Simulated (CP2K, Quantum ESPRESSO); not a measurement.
A CP2K input for a self-consistent single point of AgI (F-43m, 2 atoms in the cell) (DFT PBE, GPW, TZVP-MOLOPT-SR-GTH basis, GTH-PBE potentials (GTH_POTENTIALS)):

```
&GLOBAL
  PROJECT bulk
  RUN_TYPE ENERGY_FORCE
  PRINT_LEVEL LOW
&END GLOBAL
&FORCE_EVAL
  METHOD Quickstep
  STRESS_TENSOR ANALYTICAL
  &DFT
    BASIS_SET_FILE_NAME BASIS_MOLOPT_UCL
    POTENTIAL_FILE_NAME GTH_POTENTIALS
    &QS
      METHOD GPW
      EPS_DEFAULT 1E-10
    &END QS
    &MGRID
      CUTOFF 500
      REL_CUTOFF 40
      NGRIDS 5
    &END MGRID
    &SCF
      SCF_GUESS ATOMIC
      EPS_SCF 1E-6
      MAX_SCF 100
      ADDED_MOS 4
      &DIAGONALIZATION
        ALGORITHM STANDARD
      &END DIAGONALIZATION
      &MIXING
        METHOD BROYDEN_MIXING
        ALPHA 0.2
        NBUFFER 12
        BETA 1.5
      &END MIXING
      &SMEAR ON
        METHOD FERMI_DIRAC
        ELECTRONIC_TEMPERATURE [K] 580.23
      &END SMEAR
    &END SCF
    &KPOINTS
      SCHEME MONKHORST-PACK 9 9 9
    &END KPOINTS
    &XC
      &XC_FUNCTIONAL PBE
      &END XC_FUNCTIONAL
    &END XC
    &PRINT
      &MO
        EIGENVALUES T
        OCCUPATION_NUMBERS T
        NDIGITS 8
        FILENAME mo
        &EACH
          QS_SCF 0
        &END EACH
        ADD_LAST NUMERIC
      &END MO
      &MULLIKEN OFF
      &END MULLIKEN
    &END PRINT
  &END DFT
  &SUBSYS
    &CELL
      A 4.59619400 0.00000000 0.00000000
      B 2.29809700 3.98042100 0.00000000
      C 2.29809700 1.32680700 3.75277700
      PERIODIC XYZ
    &END CELL
    &COORD
      Ag       0.00000000     0.00000000     0.00000000
      I        2.29809700     1.32680700     0.93819425
    &END COORD
    &KIND Ag
      BASIS_SET TZVP-MOLOPT-SR-GTH
      POTENTIAL GTH-PBE-q11
    &END KIND
    &KIND I
      BASIS_SET TZVP-MOLOPT-SR-GTH
      POTENTIAL GTH-PBE-q7
    &END KIND
  &END SUBSYS
  &PRINT
    &FORCES ON
    &END FORCES
    &STRESS_TENSOR ON
    &END STRESS_TENSOR
  &END PRINT
&END FORCE_EVAL
```

**Question.** Translate this input to Quantum ESPRESSO.

**Answer.** One input that does it (others would too):

```fortran
&CONTROL
 calculation = 'scf',
 prefix = 'agi',
 outdir = './work',
 pseudo_dir = './',
 tprnfor = .true.,
 tstress = .true.,
/
&SYSTEM
 ibrav = 2,
 celldm(1) = 12.2832198101,
 nat = 2,
 ntyp = 2,
 ecutwfc = 50,
 ecutrho = 300,
 occupations = 'smearing',
 smearing = 'fd',
 degauss = 0.0036749,
/
&ELECTRONS
 conv_thr = 1.0e-11,
 mixing_beta = 0.3,
/
ATOMIC_SPECIES
Ag   107.8682  Ag.pbe-n-kjpaw_psl.1.0.0.UPF
I    126.9045  I.pbe-n-kjpaw_psl.1.0.0.UPF
ATOMIC_POSITIONS {crystal}
Ag    0.0000000000    0.0000000000    0.0000000000
I     0.2500000000    0.2500000000    0.2500000000
K_POINTS {automatic}
9 9 9  0 0 0
```

Basis settings and potentials, where a program has them, do not carry over. This input uses DFT, PBE, plane waves, PSlibrary PAW (PBE) pseudopotentials. Both were run: pressure 2.49 GPa in CP2K and 1.40 in Quantum ESPRESSO; gap on the mesh 1.335 eV in CP2K and 1.330 in Quantum ESPRESSO.

On Quantum ESPRESSO: the starting cell has typed, rounded lattice constants, without a prior relaxation at this level. Spin-orbit coupling is off.

On CP2K: the starting cell has typed, rounded lattice constants, without a prior relaxation at this level. Spin-orbit coupling is off. Values carry the incompleteness of an atom-centred basis.
